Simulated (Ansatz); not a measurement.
Take BN in the zinc blende structure (space group F-43m, No. 216; a = 3.5805 Å) as the base. Axes: x, y, z lie along the cube axes.

Calculations: plane-wave PAW DFT at the LDA level (Ansatz, a program for electronic structure, 420 eV), scalar-relativistic without spin-orbit coupling.

Base values:

- Electron mass: 0.90 mₑ along k, 0.30 mₑ across (at X)
- Valley order: X along ⟨100⟩ 4.39 eV

Modification: biaxial strain −2.50 %, plane normal [001], relaxed out of plane (Cartesian); in-plane vectors clamped, the third vector and the atoms free.

### Question
How does this affect the electron mass?

### Answer
The electron mass changes from 0.90 mₑ along k, 0.30 mₑ across (at X) to 0.85 mₑ along k, 0.30 mₑ across (at X).

### Question
How does this affect the valley order?

### Answer
The valley order (the lowest conduction-band minima on the path, energy above the VBM, named in the base's zone) changes from X along ⟨100⟩ 4.39 eV to X along [010] 4.08 eV; X along [001] 4.78 eV.

### Question
How does this affect the out-of-plane strain?

### Answer
The out-of-plane strain amounts to +1.15 %.

The levels and masses belong to the bands next to the band gap. Masses are band curvatures over ±0.01 Å⁻¹ around the edge. Along k means along the line from Γ to the band edge. Stability against distortions was not tested.
